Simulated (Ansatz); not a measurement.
**What ↑↓ start, q = (0, 1/2, 1/2), 16 atoms does to HfMnF6**

Base system: HfMnF₆ (space group Fm-3m, No. 225; a = 8.237 Å; ferromagnetic; a cell from a computed database, its experimental status unchecked).

Perturbation: the moments start antiparallel in the pattern ↑↓ in a 16-atom cell (cell doubled with q = (0, 1/2, 1/2) in the reciprocal basis of the base), and the cell is relaxed again.

Calculations: PBEsol+U (U_eff on d states: Mn 3.90 eV) (Ansatz, a program for electronic structure, PAW, scalar-relativistic without spin-orbit coupling). Γ-centred 6×6×4 mesh, Fermi–Dirac width 0.05 eV, for the changed cell.

The volume per atom remains 17.47 Å³ and the space group (of the atoms, moments ignored) is still Fm-3m (No. 225). The shortest interatomic distance is still 1.999 Å and the energy stays essentially unchanged. The band gap goes up by 0.14 eV to 5.06 eV and the gap character (in this cell's own zone, which can be folded) comes out as indirect, R → Γ. The magnetic state becomes antiferromagnetic (moments cancel) (base: ferromagnetic) and the largest site moment is still 4.26 μB.

Other magnetic orders, which the real material may have, were not ruled out. With Hf present, leaving out spin-orbit coupling can change the band edges. Whether these cells are dynamically stable was not tested. The U values are a database's picks, fitted on other projectors than the ortho-atomic ones used here.
